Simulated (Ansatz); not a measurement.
## Sr2Ta2O7 (Cmc2₁, No. 36, 22 atoms in the cell; start mp-13664)

The numbers are results of HSE06 (plane waves, PAW; Ansatz, a quantum-chemistry and plane-wave program), not measurements.

Numerical settings: plane-wave cutoff 460 eV, 6×6×4 k mesh (along the axes of the cell as run), Fermi–Dirac smearing 0.01 eV, scalar-relativistic PAW data made under PBE.

Cell (relaxed with PBEsol):

```cif
data_O28Sr8Ta8
_chemical_formula_sum 'Sr8 Ta8 O28'
_space_group_name_H-M_alt 'Cmc21'
_space_group_IT_number 36
_space_group_name_Hall 'C 2c -2'
_cell_length_a 3.94663
_cell_length_b 27.23578
_cell_length_c 5.67532
_cell_angle_alpha 90.000
_cell_angle_beta 90.000
_cell_angle_gamma 90.000
loop_
_atom_site_label
_atom_site_type_symbol
_atom_site_symmetry_multiplicity
_atom_site_Wyckoff_symbol
_atom_site_fract_x
_atom_site_fract_y
_atom_site_fract_z
_atom_site_occupancy
Sr1 Sr 4 a 0.00000 0.55365 0.23636 1
Sr2 Sr 4 a 0.00000 0.28551 0.24964 1
Ta1 Ta 4 a 0.00000 0.05474 0.73937 1
Ta2 Ta 4 a 0.00000 0.15954 0.24322 1
O1 O 4 a 0.00000 0.20784 0.00913 1
O2 O 4 a 0.00000 0.10122 0.98841 1
O3 O 4 a 0.00000 0.64913 0.23942 1
O4 O 4 a 0.00000 0.45326 0.23771 1
O5 O 4 a 0.00000 0.00213 0.99831 1
O6 O 4 a 0.00000 0.09721 0.47061 1
O7 O 4 a 0.00000 0.20519 0.48810 1
```
(The calculation used a cell of 22 atoms; values per cell refer to that cell.)

```yaml
band_gap: 4.42 eV (on the SCF k mesh)
```

Note: cell and atoms aren't relaxed at this level (pressure 0.5 GPa).

Spin–orbit coupling is not included.

The computed numbers hold no vibrational or temperature effects.

Cost on a shared machine: about 60 core-minutes (a rough figure).

A start named mp-… is a Materials Project structure, which need not be a measured phase.
